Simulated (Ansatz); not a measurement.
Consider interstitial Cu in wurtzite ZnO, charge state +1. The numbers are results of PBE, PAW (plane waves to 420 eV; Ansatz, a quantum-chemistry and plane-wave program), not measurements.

72-site cell at the relaxed PBE lattice, one k-point at (0.125, 0.250, 0.250), smearing 0.01 eV, spin-restricted, no finite-size correction. Static, classical nuclei. The charge state is imposed; whether it is stable for some Fermi level was not computed. Sites that were not tried may lie lower.

Barriers: single points on a 2×2×2 k-point mesh shifted by half a step along c at the bands' geometries.

Relaxed starting cell (atoms counted from 1):

```
CuZn36O36
1.0
    9.83847     0.00000     0.00000
   -4.91923     8.52036     0.00000
    0.00000     0.00000    10.58758
Zn O Cu
36 36 1
Direct
  0.22277   0.11594   0.25577
  0.23560   0.13610   0.72775
  0.21954   0.44338   0.24565
  0.22327   0.44506   0.75157
  0.22266   0.77421   0.25524
  0.23552   0.76628   0.72822
  0.55488   0.11084   0.24663
  0.55863   0.11259   0.74971
  0.54935   0.44144   0.24904
  0.55784   0.44763   0.75146
  0.54957   0.77504   0.24876
  0.55783   0.77693   0.75144
  0.88679   0.11010   0.24821
  0.88946   0.11345   0.75122
  0.88674   0.44343   0.24833
  0.88952   0.44272   0.75116
  0.86127   0.76399   0.27874
  0.88722   0.77702   0.73623
  0.10833   0.22628   0.49511
  0.11188   0.22188   0.99907
  0.10843   0.55117   0.49499
  0.11173   0.55844   0.99894
  0.11470   0.89163   0.49802
  0.15696   0.91298   0.90145
  0.45030   0.22597   0.49540
  0.44882   0.22708   0.00015
  0.44315   0.55602   0.49956
  0.44297   0.55575   0.99917
  0.45012   0.89290   0.49533
  0.44851   0.89006   0.99980
  0.77770   0.22318   0.49927
  0.77848   0.22340   0.99916
  0.77350   0.54775   0.50412
  0.77590   0.55159   0.00148
  0.77345   0.89448   0.50403
  0.77601   0.89250   0.00122
  0.22410   0.11517   0.44718
  0.23632   0.13299   0.92215
  0.22343   0.44605   0.43466
  0.22123   0.44475   0.93961
  0.22407   0.77760   0.44657
  0.23561   0.77165   0.92218
  0.55743   0.11292   0.43531
  0.55532   0.11171   0.93890
  0.55596   0.44729   0.43792
  0.55819   0.44838   0.93990
  0.55591   0.77709   0.43765
  0.55813   0.77799   0.93991
  0.88718   0.11146   0.43722
  0.88965   0.11200   0.94001
  0.88713   0.44409   0.43735
  0.88957   0.44557   0.93991
  0.88546   0.77700   0.46090
  0.88937   0.77832   0.93231
  0.10950   0.22027   0.18805
  0.10756   0.22698   0.68404
  0.10937   0.55669   0.18791
  0.10750   0.54754   0.68385
  0.10320   0.88558   0.23180
  0.12092   0.89407   0.70052
  0.44033   0.21995   0.18859
  0.45606   0.22930   0.68436
  0.44155   0.55446   0.18775
  0.44478   0.55590   0.68921
  0.44032   0.88758   0.18809
  0.45594   0.89376   0.68416
  0.77681   0.22196   0.18761
  0.77913   0.22303   0.68836
  0.77323   0.55474   0.19301
  0.77937   0.55444   0.69217
  0.77343   0.88569   0.19254
  0.77941   0.89195   0.69203
  0.00428   0.83575   0.08054
```
Cell charge +1.

End state 1 differs by these moves (Å; atoms that move under 0.08 Å are left out):

| atom | element | Δx | Δy | Δz |
|---|---|---|---|---|
| 1 | Zn | 0.02 | 0.20 | 0.24 |
| 2 | Zn | -0.01 | -0.19 | 0.09 |
| 9 | Zn | 0.05 | 0.09 | 0.00 |
| 17 | Zn | 0.16 | 0.12 | -0.24 |
| 18 | Zn | -0.16 | -0.10 | -0.09 |
| 19 | Zn | -0.03 | 0.01 | 0.09 |
| 24 | Zn | -0.34 | -0.59 | 0.00 |
| 25 | Zn | 0.02 | 0.01 | 0.09 |
| 33 | Zn | 0.00 | 0.03 | -0.09 |
| 35 | Zn | 0.02 | -0.01 | -0.09 |
| 37 | O | 0.00 | 0.00 | 0.15 |
| 38 | O | -0.03 | -0.18 | 0.11 |
| 53 | O | 0.00 | 0.00 | -0.15 |
| 54 | O | -0.14 | -0.12 | -0.11 |
| 55 | O | 0.02 | 0.06 | 0.05 |
| 56 | O | 0.04 | -0.04 | 0.08 |
| 59 | O | 0.06 | 0.10 | 0.00 |
| 60 | O | -0.07 | -0.12 | 0.00 |
| 61 | O | 0.02 | 0.07 | 0.05 |
| 62 | O | -0.06 | -0.06 | 0.08 |
| 69 | O | 0.05 | 0.05 | -0.05 |
| 70 | O | -0.03 | -0.08 | -0.08 |
| 71 | O | 0.04 | 0.05 | -0.05 |
| 72 | O | -0.06 | 0.01 | -0.08 |
| 73 | Cu | 0.79 | 1.37 | 0.00 |

Problem. Give the forward and backward barriers to end state 1 at the level PBE, PAW.

Solution. forward 0.44 eV, backward 0.44 eV; at the saddle point atom 73 has neighbours O at 1.87, O at 2.21, O at 2.22; Zn at 2.30 Å. The saddle point's order was not checked, and it lies on a symmetry element of the cell, where a band can be held.

End state 2 differs by these moves (Å; atoms that move under 0.08 Å are left out):

```csv
atom,element,Δx,Δy,Δz
1,Zn,0.16,0.03,0.05
2,Zn,0.00,-0.21,0.20
6,Zn,-0.17,0.09,0.19
13,Zn,-0.12,0.08,0.13
17,Zn,0.21,-0.04,-0.19
18,Zn,0.02,0.00,0.11
20,Zn,-0.01,0.08,-0.12
24,Zn,-0.27,-0.23,0.92
35,Zn,0.06,-0.05,-0.03
36,Zn,-0.02,-0.05,-0.14
38,O,-0.02,-0.17,0.16
41,O,-0.02,0.01,-0.09
42,O,-0.13,0.04,0.15
53,O,0.03,0.00,-0.18
56,O,0.06,-0.03,0.06
59,O,0.10,0.01,-0.45
60,O,-0.06,-0.05,-0.11
62,O,-0.07,-0.05,0.06
66,O,-0.08,-0.03,0.03
69,O,0.05,-0.03,-0.06
73,Cu,-0.85,1.40,0.57
```

Problem. Give the forward and backward barriers to end state 2 at the level PBE, PAW.

Solution. forward 0.51 eV, backward 0.19 eV; at the saddle point atom 73 has neighbours O at 1.92, O at 2.14, O at 2.29, O at 2.48; Zn at 2.35, Zn at 2.42, Zn at 2.45 Å. The saddle point's order was not checked.
